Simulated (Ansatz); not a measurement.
Computed with PBE (plane waves to 420 eV, PAW; Ansatz, a program for electronic structure).

Plane-averaged electrostatic potential energy along the normal, in eV from the Fermi level, for a constructed model of the (111) surface of fcc Ir, a layer of Sc in place of the second plane (bottom of the slab: a bare face, its two planes held):

```json
[
 {"z (Å)": "3.79", "V (eV)": "5.48"},
 {"z (Å)": "4.08", "V (eV)": "5.47"},
 {"z (Å)": "4.38", "V (eV)": "5.47"},
 {"z (Å)": "4.67", "V (eV)": "5.47"},
 {"z (Å)": "4.96", "V (eV)": "5.47"},
 {"z (Å)": "5.25", "V (eV)": "5.45"},
 {"z (Å)": "5.54", "V (eV)": "5.42"},
 {"z (Å)": "5.83", "V (eV)": "5.36"},
 {"z (Å)": "6.12", "V (eV)": "5.23"},
 {"z (Å)": "6.42", "V (eV)": "4.92"},
 {"z (Å)": "6.71", "V (eV)": "4.24"},
 {"z (Å)": "7.00", "V (eV)": "2.71"},
 {"z (Å)": "7.29", "V (eV)": "-0.88"},
 {"z (Å)": "7.58", "V (eV)": "-9.10"},
 {"z (Å)": "7.88", "V (eV)": "-18.46"},
 {"z (Å)": "8.17", "V (eV)": "-23.65"},
 {"z (Å)": "8.46", "V (eV)": "-21.92"},
 {"z (Å)": "8.75", "V (eV)": "-14.33"},
 {"z (Å)": "9.04", "V (eV)": "-5.29"},
 {"z (Å)": "9.33", "V (eV)": "-1.44"},
 {"z (Å)": "9.62", "V (eV)": "-4.55"},
 {"z (Å)": "9.92", "V (eV)": "-13.38"},
 {"z (Å)": "10.21", "V (eV)": "-21.56"},
 {"z (Å)": "10.50", "V (eV)": "-24.41"},
 {"z (Å)": "10.79", "V (eV)": "-20.38"},
 {"z (Å)": "11.08", "V (eV)": "-11.68"},
 {"z (Å)": "11.38", "V (eV)": "-3.72"},
 {"z (Å)": "11.67", "V (eV)": "-2.35"},
 {"z (Å)": "11.96", "V (eV)": "-8.19"},
 {"z (Å)": "12.25", "V (eV)": "-17.40"},
 {"z (Å)": "12.54", "V (eV)": "-23.57"},
 {"z (Å)": "12.83", "V (eV)": "-23.25"},
 {"z (Å)": "13.12", "V (eV)": "-16.62"},
 {"z (Å)": "13.42", "V (eV)": "-7.28"},
 {"z (Å)": "13.71", "V (eV)": "-1.53"},
 {"z (Å)": "14.00", "V (eV)": "-2.08"},
 {"z (Å)": "14.29", "V (eV)": "-9.01"},
 {"z (Å)": "14.58", "V (eV)": "-18.25"},
 {"z (Å)": "14.88", "V (eV)": "-23.79"},
 {"z (Å)": "15.17", "V (eV)": "-22.41"},
 {"z (Å)": "15.46", "V (eV)": "-14.94"},
 {"z (Å)": "15.75", "V (eV)": "-5.66"},
 {"z (Å)": "16.04", "V (eV)": "-0.99"},
 {"z (Å)": "16.33", "V (eV)": "-2.01"},
 {"z (Å)": "16.62", "V (eV)": "-6.86"},
 {"z (Å)": "16.92", "V (eV)": "-14.25"},
 {"z (Å)": "17.21", "V (eV)": "-19.66"},
 {"z (Å)": "17.50", "V (eV)": "-18.33"},
 {"z (Å)": "17.79", "V (eV)": "-11.46"},
 {"z (Å)": "18.08", "V (eV)": "-4.76"},
 {"z (Å)": "18.38", "V (eV)": "-1.63"},
 {"z (Å)": "18.67", "V (eV)": "-4.25"},
 {"z (Å)": "18.96", "V (eV)": "-12.80"},
 {"z (Å)": "19.25", "V (eV)": "-20.98"},
 {"z (Å)": "19.54", "V (eV)": "-23.68"},
 {"z (Å)": "19.83", "V (eV)": "-19.09"},
 {"z (Å)": "20.12", "V (eV)": "-9.97"},
 {"z (Å)": "20.42", "V (eV)": "-1.48"},
 {"z (Å)": "20.71", "V (eV)": "2.34"},
 {"z (Å)": "21.00", "V (eV)": "3.86"},
 {"z (Å)": "21.29", "V (eV)": "4.52"},
 {"z (Å)": "21.58", "V (eV)": "4.80"},
 {"z (Å)": "21.88", "V (eV)": "4.92"},
 {"z (Å)": "22.17", "V (eV)": "4.98"},
 {"z (Å)": "22.46", "V (eV)": "5.00"},
 {"z (Å)": "22.75", "V (eV)": "5.01"},
 {"z (Å)": "23.04", "V (eV)": "5.02"},
 {"z (Å)": "23.33", "V (eV)": "5.02"},
 {"z (Å)": "23.62", "V (eV)": "5.02"},
 {"z (Å)": "23.92", "V (eV)": "5.02"}
]
```

Slab: 6 atoms, 11.5 Å thick at the start with caps and adatoms (thin: gaps and levels are the slab's own); k 16x16x1, smearing 0.1 eV, dipole-corrected; 2 atoms held, the rest relaxed; start symmetry kept, larger cells not searched; no spin, no spin-orbit, no U. It is one candidate, not shown to be the stable structure of the face.

Problem. The surface cell has an area of 6.49 Å². What dipole along the normal does the step between the two vacuum levels imply?

Solution. the top vacuum level lies 0.46 eV below the bottom one; p = −ε₀ A ΔV (ε₀ = 0.005526 e/(V·Å)) gives 0.02 e·Å a cell.
